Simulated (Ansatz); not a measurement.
The reference is Pt in the fcc (Cu type) structure (space group Fm-3m, No. 225; a = 3.970 Å).

(Cell as relaxed with PBE.)

Levels (all Ansatz, a quantum-chemistry and plane-wave program, PAW): PBE (420 eV, no SOC); r2SCAN (500 eV, without spin-orbit coupling).

Each level relaxes its own structure.

```tsv
base	PBE	r2SCAN
volume per atom	15.65 Å³	15.29 Å³
lattice parameter a	3.970 Å	3.940 Å
band gap	zero	zero
```

Now apply this change: cell and atoms relaxed at a pressure of 100 GPa.

| quantity | PBE | r2SCAN |
|---|---|---|
| shortest interatomic distance | 2.607 Å | [?] |
| band gap | zero | [?] |

**Question.** Predict the r2SCAN column.

**Answer.** 
- shortest interatomic distance, r2SCAN: 2.598 Å
- band gap, r2SCAN: zero

PBE's shortest interatomic distance lies 0.009 Å above r2SCAN's (0.4 %); the two agree on the band gap. Neither level is exact; r2SCAN is the comparison here, not a measurement.

Load acts through the strain it causes; cell and atoms are relaxed under it. No phonon test of stability was made. Competing high-pressure phases were not computed. The final runs are not spin-polarised.
